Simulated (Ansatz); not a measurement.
**Response to strain in MoSi2**

The reference is MoSi2 (space group I4/mmm, No. 139; relaxed with 0.1 eV smearing).

```yaml
crystal:
  lattice:
    - [-1.58700, 1.58700, 3.88936]
    - [1.58700, -1.58700, 3.88936]
    - [1.58700, 1.58700, -3.88936]
  atoms:
    - { symbol: Si, position: [0.66479, 0.66479, 0.00000] }
    - { symbol: Si, position: [0.33521, 0.33521, 0.00000] }
    - { symbol: Mo, position: [0.00000, 0.00000, 0.00000] }
```

Cartesian axes are those of the cell as printed.

Strains are applied to the cell and any free atomic positions relax.

Method: Ansatz (a quantum-chemistry and plane-wave program), LDA, PAW, cutoff 420 eV, no spin-orbit coupling.

Notes on the quantities. energy relative to the base: free energy F.

| uniaxial strain ε_xx (%) | energy relative to the base (meV/atom) |
|---|---|
| 0 | 0.0 |
| 0.5 | 0.4 |
| 1 | ? |
| 1.5 | 3.8 |
| 2 | 6.7 |
| 2.5 | 10.3 |
| 3 | 14.7 |

Q: Fit ΔE = Aε² + Bε³ (ε in %) to the rows shown and predict the withheld row.

A: Least squares on the printed values gives A = 1.74 and B = -0.037 meV/atom (largest residual 0.0 meV/atom); this predicts 1.7 meV/atom, and the run gives 1.7 meV/atom, in agreement.

Stability against distortions was not tested. All final runs are without spin polarisation.
